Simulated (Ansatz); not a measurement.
Base system: WSi2 (space group I4/mmm, No. 139; a = 3.229 Å, c = 7.868 Å).

Method: plane-wave PAW DFT at the PBE level (Ansatz, a program for electronic structure, 420 eV), spin-orbit coupling left out, earlier PAW set.

Perturbation: Mo takes the place of W on all its sites; the structure is relaxed again.

Measured lattice parameter a: WSi2 3.21395 Å (temperature not stated; as listed in Orest Pavlosiuk et al., Phys. Rev. B (2022)); MoSi2 3.20519 Å (temperature not stated; as listed in Orest Pavlosiuk et al., Phys. Rev. B (2022)).

Problem. How well does PBE reproduce the measured shift?

Solution. With PBE the lattice parameter a moves by -0.012 Å (3.229 → 3.217) against -0.009 Å measured.

No phonon test of stability was made. All final runs are without spin polarisation.
